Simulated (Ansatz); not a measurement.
InP (model structure, P3m1, No. 156, 20 atoms in the cell), treated with PBEsol (plane waves, PAW; Ansatz, a program for electronic structure).

Run with plane-wave cutoff 520 eV, 12×12×1 k mesh (along the axes of the cell as run), Fermi–Dirac smearing 0.01 eV, scalar-relativistic PAW data made under PBE.

Cell (relaxed at this level):

```cif
data_In10P10
_chemical_formula_sum 'In10 P10'
_space_group_name_H-M_alt 'P 1'
_space_group_IT_number 1
_cell_length_a 4.15334
_cell_length_b 4.15334
_cell_length_c 33.98297
_cell_angle_alpha 90.000
_cell_angle_beta 90.000
_cell_angle_gamma 120.000
loop_
_space_group_symop_operation_xyz
  'x, y, z'
loop_
_atom_site_label
_atom_site_type_symbol
_atom_site_fract_x
_atom_site_fract_y
_atom_site_fract_z
_atom_site_occupancy
In1 In 0.00000 0.00000 0.00027 1
P1 P 0.00000 0.00000 0.07514 1
In2 In 0.33333 0.66667 0.10015 1
P2 P 0.33333 0.66667 0.17504 1
In3 In 0.66667 0.33333 0.20006 1
P3 P 0.66667 0.33333 0.27496 1
In4 In 0.00000 0.00000 0.29997 1
P4 P 0.00000 0.00000 0.37487 1
In5 In 0.33333 0.66667 0.39989 1
P5 P 0.33333 0.66667 0.47479 1
In6 In 0.66667 0.33333 0.49980 1
P6 P 0.66667 0.33333 0.57467 1
In7 In 0.00000 0.00000 0.59980 1
P7 P 0.00000 0.00000 0.67488 1
In8 In 0.66667 0.33333 0.69996 1
P8 P 0.66667 0.33333 0.77501 1
In9 In 0.00000 0.00000 0.80009 1
P9 P 0.00000 0.00000 0.87514 1
In10 In 0.66667 0.33333 0.90023 1
P10 P 0.66667 0.33333 0.97530 1
```

### Question
Give the computed band gap.

### Answer

* **band gap**: 0.59 eV

Note: the relaxation could raise the start's symmetry but not lower it, so the cell can be a saddle point.

Spin–orbit coupling is not included.

Computed values are for the static lattice.

It cost very roughly 9 core-minutes of CPU time.

A model structure was made by putting elements into a prototype or built by hand; it is no filed structure, need not be a known phase, and can be a saddle point held by its symmetry.
